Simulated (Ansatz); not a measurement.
Base system: GaP in the zinc blende structure (space group F-43m, No. 216; a = 5.451 Å). Axes: x, y, z lie along the cube axes.

Calculations: r2SCAN (Ansatz, an electronic-structure program; PAW; 500 eV plane waves; without spin-orbit coupling).

It is then changed as follows: tensor shear ε_xy = +0.57 % (engineering shear γ = 0.0114); the atoms relax in the strained cell.

Problem. Predict the stress tensor and what it implies for the stiffness.

Solution. Stress of the strained cell less that of the base (GPa, compression positive):
```
   0.01   -0.83    0.00
  -0.83    0.01    0.00
   0.00    0.00    0.00
```

Then −Δσ/γ with γ = 2ε = 0.0114 gives relaxed-ion elastic constants: C66 ≈ 73 GPa.

Whether these cells are dynamically stable was not tested.
